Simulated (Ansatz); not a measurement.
Take TiC in the rock salt structure (space group Fm-3m, No. 225) as the base.

```yaml
crystal:
  lattice:
    - [0.00000, 2.16392, 2.16392]
    - [2.16392, 0.00000, 2.16392]
    - [2.16392, 2.16392, 0.00000]
  atoms:
    - { symbol: Ti, position: [0.00000, 0.00000, 0.00000] }
    - { symbol: C, position: [0.50000, 0.50000, 0.50000] }
```

Method: plane-wave PAW DFT at the r2SCAN level (Ansatz, a program for electronic structure, 500 eV), scalar-relativistic without spin-orbit coupling.

Base values:

```
Property               Value
-------------------  -------
Lattice parameter a  4.328 Å
```

The change: cell and atoms relaxed at a pressure of 30 GPa.

### Question
Predict the new lattice parameter a.

### Answer
The lattice parameter a decreases by 0.135 Å to 4.193 Å.

Load acts through the strain it causes; cell and atoms are relaxed under it. No phonon test of stability was made. Competing high-pressure phases were not computed. All final runs are without spin polarisation.
